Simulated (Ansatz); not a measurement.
**C on the Si site (6H silicon carbide host)**

Calculation: PBE, PAW (plane waves to 420 eV; Ansatz, a quantum-chemistry and plane-wave program). Cell: 144 sites, 3×2×1 repeats of a cell of 24 atoms; final energies on a 2×2×1 shifted mesh. Site at the start: the Si(h) site. Energies of charged states are corrected for periodic images (point charge plus alignment at distant sites). Dielectric constants: PBE linear response of the host. Host gap at this level: 2.01 eV. These values are not converged in cell size to better than tenths of an eV. PBE underestimates the host's gap, which shifts levels and can delocalise carriers. Spin–orbit coupling is left out. Each state is the lowest found from its start.

Formation energies E_f are given with the Fermi level at the valence-band maximum. Chemical conditions: C-rich (Δμ(C) = 0.00 eV, Δμ(Si) = -0.41 eV; only phases computed here count, gases as isolated molecules at 0 K); Si-rich (Δμ(C) = -0.41 eV, Δμ(Si) = 0.00 eV; only phases computed here count, gases as isolated molecules at 0 K). Reference phases: C: graphite, Si: silicon.

Charges with a result: +1, 0, −1. Others weren't obtained, and one of them could lie lower, also by skipping a charge.

```tsv
charge	moment (μB)	largest move off a lattice site (Å)	image correction with alignment (eV)	E_f, C-rich (eV)	E_f, Si-rich (eV)
+1*	quenched	0.22	–	–	–
0	not spin-polarised	0.22	0.00	3.21	4.02
−1*	fractional	0.22	–	–	–
```

* At this level the carrier isn't localised at the defect: at charge +1 holes occupy the valence band; at charge −1 electrons occupy the conduction band. Such a state is shallow or no state of the defect, and this cell gives it no level.

Starting moments that weren't kept: charge +1 began with 1 μB and ended with 0.0.

No other site or start that was run ended lower by more than 0.1 eV.

Flagged in the runs: a doubtful potential alignment, a host whose relaxation on this sampling wasn't shown to rest.
